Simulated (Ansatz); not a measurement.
Where the default PAW files enter, the runs use the earlier of Ansatz's two default sets.

Crystal: VBiO4 (I4_1/a, 12 atoms a cell, 12.7 Å³ an atom); planes in its conventional cell.

These are r2SCAN (plane waves, PAW; Ansatz, a quantum-chemistry and plane-wave program) values and carry that method's errors.

The gap is the functional's own. No spin-orbit coupling. Mid-gap values are interpolated on the energy grid.

```tsv
plane	area of the cell (Å²)	mid-gap κ (1/Å)	largest κ in the gap (1/Å)
(110)	42.0	0.31	0.31
(100)	59.4	[?]	[?]
```

The slowest decay depends on the direction. Supply the withheld values.


- (100), mid-gap κ (1/Å): 0.27
- (100), largest κ in the gap (1/Å): 0.27
